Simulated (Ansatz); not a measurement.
Given:

```xyz
6
Lattice="0.0000 3.8886 3.8886 3.8886 0.0000 3.8886 3.8886 3.8886 0.0000" Properties=species:S:1:pos:R:3 pbc="T T T"
Sr     5.8328     5.8328     5.8328
Sr     3.8886     3.8886     3.8886
Pd     2.9164     0.9721     2.9164
Pd     0.9721     0.9721     0.9721
Pd     0.9721     2.9164     2.9164
Pd     2.9164     2.9164     0.9721
```

Calculation: PBEsol, DFPT electron-phonon coupling, linearised Boltzmann equation (plane waves, PAW, scalar-relativistic; Ansatz, a first-principles code). Geometry: relaxed with this functional, without spin-orbit coupling.

Q: What phonon-limited resistivity does this give at 300 K?

A: 24 μΩ·cm.

A metal at this level (no band gap). Only scattering by harmonic phonons is included (no impurities, grain boundaries, electron-electron scattering or thermal expansion). Spin-orbit coupling is left out. Halving the electron mesh (20x20x20) moves the resistivity by up to 4 % at 300 K. Smearing 0.20 eV; phonons on a 3x3x3 q mesh, which this run doesn't test.

Formula and space group known from diffraction (Crystallography Open Database), not checked to be the room-temperature form: SrPd2 (Fd-3m).
